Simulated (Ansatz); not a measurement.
The parent structure is ZnS in the zinc blende structure (space group F-43m, No. 216; a = 5.357 Å).

Now apply this change: full substitution Zn → Cd, then cell and atoms are relaxed.

Levels (all Ansatz, an electronic-structure program, PAW): PBEsol (420 eV, no spin-orbit coupling); PBEsol+SOC (420 eV, noncollinear with spin-orbit coupling).

The geometry is relaxed with PBEsol.

* **PBEsol lowest conduction level above the VBM at special points**: Γ 1.01 eV; L 2.89 eV; X 3.39 eV; K 4.10 eV
* **PBEsol pressure**: 0.00 GPa
* **PBEsol valence-band top at Γ**: 0.00, 0.00, 0.00 eV
* **PBEsol gap character**: direct at Γ

With PBEsol+SOC at the same geometry, the lowest conduction level above the VBM at special points changes from Γ 1.01 eV; L 2.89 eV; X 3.39 eV; K 4.10 eV to Γ 1.00 eV; L 2.88 eV; X 3.37 eV; K 4.08 eV; the pressure goes from zero to -0.06 GPa; the valence-band top at Γ (three highest Kramers pairs, from the VBM) changes from 0.00, 0.00, 0.00 eV to 0.00, 0.00, -0.04 eV; the gap character remains direct at Γ. The threefold valence maximum splits by Δso ≈ 43 meV.

Single points use the geometry relaxed with PBEsol. The spin-orbit shifts are approximate. Whether these cells are dynamically stable was not tested.
